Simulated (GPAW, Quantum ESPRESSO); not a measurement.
A GPAW input for a self-consistent single point of CoPdO₂ (R-3m, 4 atoms in the cell) (DFT PBE, plane waves, GPAW PAW datasets PBE (gpaw-data 1.0.1)):

```python
from ase import Atoms
from ase.units import GPa
from gpaw import GPAW

atoms = Atoms(['Co', 'Pd', 'O', 'O'],
              cell=[[1.396327, 0.806170, 5.810613],
                    [-1.396327, 0.806170, 5.810613],
                    [0.000000, -1.612340, 5.810613]],
              scaled_positions=[[0.500000, 0.500000, 0.500000],
                                [0.000000, 0.000000, 0.000000],
                                [0.887526, 0.887526, 0.887526],
                                [0.112474, 0.112474, 0.112474]],
              pbc=True)

atoms.set_initial_magnetic_moments([3.0, 0.0, 0.0, 0.0])

calc = GPAW(spinpol=True,
            mode={'name': 'pw', 'ecut': 950},
            xc='PBE',
            kpts=(9, 9, 9),
            occupations={'name': 'fermi-dirac', 'width': 0.1},
            nbands=-10,
            symmetry={'symmorphic': False, 'tolerance': 0.0005},
            maxiter=100)

atoms.calc = calc

energy = atoms.get_potential_energy()
print('Energy (eV):', round(energy, 6))
forces = atoms.get_forces()
print('Forces (eV/Ang):')
print(forces.round(5))
stress = atoms.get_stress()
print('Stress (GPa, Voigt):', (stress / GPa).round(4))
```

Q: Give the Quantum ESPRESSO input for the same structure, mesh, smearing and functional.

A: This is the input that was run; spellings and numerical settings could be chosen otherwise.

```fortran
&control
    calculation = 'scf',
    prefix = 'scf',
    outdir = './work',
    pseudo_dir = './',
    tprnfor = .true.,
    tstress = .true.,
/
&system
    ibrav = 0,
    nat = 4,
    ntyp = 3,
    ecutwfc = 55,
    ecutrho = 660,
    occupations = 'smearing',
    smearing = 'fermi-dirac',
    degauss = 0.0073499,
    nspin = 2,
    starting_magnetization(1) = 0.333,
/
&electrons
    conv_thr = 1e-10,
    mixing_beta = 0.3,
/
ATOMIC_SPECIES
Co    58.9332  Co.pbe-n-kjpaw_psl.1.0.0.UPF
Pd   106.4200  Pd.pbe-n-kjpaw_psl.1.0.0.UPF
O     15.9990  O.pbe-n-kjpaw_psl.0.1.UPF
CELL_PARAMETERS angstrom
   1.39632720     0.80616988     5.81061300
  -1.39632720     0.80616988     5.81061300
   0.00000000    -1.61233977     5.81061300
ATOMIC_POSITIONS crystal
Co    0.50000000    0.50000000    0.50000000
Pd    0.00000000    0.00000000    0.00000000
O     0.88752600    0.88752600    0.88752600
O     0.11247400    0.11247400    0.11247400
K_POINTS automatic
9 9 9  0 0 0
```

Basis, cutoffs, solver keys and any potentials are the target program's own. This input uses DFT, PBE, plane waves, PSlibrary PAW (PBE) pseudopotentials.

The starting cell comes from a database of computed structures (which also holds hypothetical and non-ambient phases and stackings), without a prior relaxation at this level. Its lattice was rescaled by a random factor within 2.5 % of one.
